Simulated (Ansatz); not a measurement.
Start from PtSe2 in the 2H-MoS2 type structure (space group P6_3/mmc, No. 194; a = 3.571 Å, c = 10.967 Å; a hypothetical phase, not in the database extracts checked; layered, stacked along the Cartesian z axis).

(Cell as relaxed with PBE-D3(BJ).)

Levels (all Ansatz, a program for electronic structure, PAW): PBE-D3(BJ) (420 eV, no SOC); PBEsol-D3(BJ) (420 eV, no spin-orbit coupling).

Each level relaxes its own structure.

| base | PBE-D3(BJ) | PBEsol-D3(BJ) |
|---|---|---|
| volume per atom | 20.18 Å³ | 19.04 Å³ |
| lattice parameter a | 3.571 Å | 3.505 Å |
| band gap | zero | zero |

It is then changed as follows: a free-standing slab of 3 layers (9 atoms, 3 a layer) is cut normal to the stacking axis, with 15 Å of vacuum and the in-plane cell relaxed.

```json
[
 {"quantity": "excess energy per area of both faces (slab less bulk energy over the cell's area: twice a surface energy) (uncertain by up to 0.1 J/m²)", "PBE-D3(BJ)": "0.8 J/m²", "PBEsol-D3(BJ)": "1.3 J/m²"},
 {"quantity": "thickness between the outermost nuclei", "PBE-D3(BJ)": "14.12 Å", "PBEsol-D3(BJ)": "13.90 Å"},
 {"quantity": "in-plane lattice parameter a", "PBE-D3(BJ)": "3.559 Å", "PBEsol-D3(BJ)": "3.493 Å"},
 {"quantity": "shortest interatomic distance", "PBE-D3(BJ)": "2.526 Å", "PBEsol-D3(BJ)": "2.501 Å"}
]
```

PBE-D3(BJ)'s excess energy per area of both faces lies 0.5 J/m² below PBEsol-D3(BJ)'s; PBE-D3(BJ)'s thickness between the outermost nuclei lies 0.212 Å above PBEsol-D3(BJ)'s; PBE-D3(BJ)'s in-plane lattice parameter a lies 0.0652 Å above PBEsol-D3(BJ)'s; PBE-D3(BJ)'s shortest interatomic distance lies 0.025 Å above PBEsol-D3(BJ)'s (1.0 %). Neither level is exact; PBEsol-D3(BJ) is the comparison here, not a measurement.

The excess energy carries the mismatch between the slab's and the bulk's meshes. Stability against distortions was not tested. The final runs are not spin-polarised. PtSe2 has a high density of states at the Fermi level and may be magnetic at this level.
